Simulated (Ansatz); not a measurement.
## What W → Mo does to W

Base system: W in the bcc (W type) structure (space group Im-3m, No. 229; a = 3.154 Å).

It is then changed as follows: full substitution W → Mo; the structure is relaxed again.

All numbers come from plane-wave PAW DFT at the PBEsol level (Ansatz, a program for electronic structure, 420 eV), no spin-orbit coupling. Γ-centred 21×21×21 mesh, Fermi–Dirac width 0.05 eV.

```json
[
 {"quantity": "density", "base": "19.45 g/cm³", "changed": "10.40 g/cm³", "shift": "-9.059 g/cm³"},
 {"quantity": "space group", "base": "Im-3m (No. 229)", "changed": "Im-3m (No. 229)", "shift": "–"},
 {"quantity": "shortest interatomic distance", "base": "2.732 Å", "changed": "2.710 Å", "shift": "-0.0214 Å"},
 {"quantity": "band gap", "base": "zero", "changed": "zero", "shift": "–"}
]
```

Stability against distortions was not tested. The final runs are not spin-polarised.
